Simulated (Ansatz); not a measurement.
Consider the following.

```
CdSe
1.0
    4.38272     0.00000     0.00000
   -2.19136     3.79554     0.00000
    0.00000     0.00000     7.13659
Cd Se
2 2
Direct
  0.66667   0.33333   0.00073
  0.33333   0.66667   0.50073
  0.66667   0.33333   0.62447
  0.33333   0.66667   0.12447
```

No spin polarisation.

Calculations: PBE, PAW, 420 eV (Ansatz, an electronic-structure program; no spin-orbit coupling). k-mesh 9×9×5 (Γ-centred); smearing 0.05 eV (Fermi–Dirac).

Task: Predict the gap character and band gap.

Result: The gap character is direct at Γ and the band gap is 0.55 eV.

The cells carry an imposed strain or load. Whether these cells are dynamically stable was not tested. The cell was made from CdSe in the wurtzite structure (space group P6_3mc, No. 186) by this change: uniaxial strain ε_zz = −0.25 %.
